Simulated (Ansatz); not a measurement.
## Competing hops of Ag vacancy in rock-salt AgCl, charge state -1

Consider Ag vacancy in rock-salt AgCl, charge state -1. Method: PBE, PAW (plane waves to 420 eV; Ansatz, a program for electronic structure).

Cell of 64 host sites held at the relaxed PBE lattice; one k-point at (0.250, 0.250, 0.250); Fermi-Dirac width 0.01 eV, spin-restricted; finite-size errors left in. No zero-point or tunnelling terms. The charge state is imposed; whether it is stable for some Fermi level was not computed. Forms of the defect that were not tried may lie lower.

Barriers: single points on a 2×2×2 k-point mesh shifted by half a step at the bands' geometries.

```csv
Route,Start site over the lowest site run (eV),Hop (Å),Forward barrier (eV),Backward barrier (eV),Neighbours at the start,Neighbours at the saddle,Saddle order,"Forward, on the band's own sampling (eV)"
a nearby Ag atom hops onto the vacant site,0.00,3.82,0.15,0.15,"Cl at 2.64, Cl at 2.66, 2 Cl at 2.84, Cl at 2.88, Cl at 3.06 Å",2 Cl at 2.39 Å,not checked,0.16
```

Paths come from climbing-image nudged elastic band runs.  

The whole set of runs took about 1.3 core-hours (a rough figure).
